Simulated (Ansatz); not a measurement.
What biaxial strain −0.42 %, plane normal [111], relaxed out of plane does to InAs

Base system: InAs in the zinc blende structure (space group F-43m, No. 216; a = 6.110 Å). Axes: x, y, z lie along the cube axes.

It is then changed as follows: compressive biaxial strain of 0.42 % in the plane normal to [111], as in epitaxy on a mismatched substrate; the out-of-plane cell vector and the atoms relax.

All numbers come from r2SCAN in Ansatz (plane waves to 500 eV, PAW, no SOC). k-mesh 9×9×9 (Γ-centred); smearing 0.05 eV (Fermi–Dirac).

| quantity | base | changed | shift |
|---|---|---|---|
| volume per atom | 28.51 Å³ | 28.34 Å³ | -0.17 Å³ |
| shortest interatomic distance | 264.6 pm | 263.9 pm | -0.7 pm |
| energy relative to the base (free energy F) | 0 meV/atom | +0.4 meV/atom | +0.4 meV/atom |
| pressure (mean of the normal stresses, compression positive) | 0.0 kbar | 3.4 kbar | +3.4 kbar |
| band gap | 0.08 eV | 0.10 eV | +0.02 eV |
| gap character | direct at Γ | direct at Γ | – |
| valence-band top at Γ (three highest levels, from the VBM) | 0.00, 0.00, 0.00 eV | 0.00, 0.00, -0.05 eV | – |
| valley order (the lowest conduction-band minima on the path, energy above the VBM, named in the base's zone) | Γ 0.08 eV; L along ⟨111⟩ 1.25 eV | Γ 0.10 eV; L along [1-11] 1.23 eV; L along [111] 1.31 eV | – |
| out-of-plane strain | – | +0.24 % | – |

Whether these cells are dynamically stable was not tested. A zero or small gap of InAs can be the functional's error rather than a property of the material. k-point labels follow each cell's own Brillouin zone.

Ansatz is a program for electronic structure.
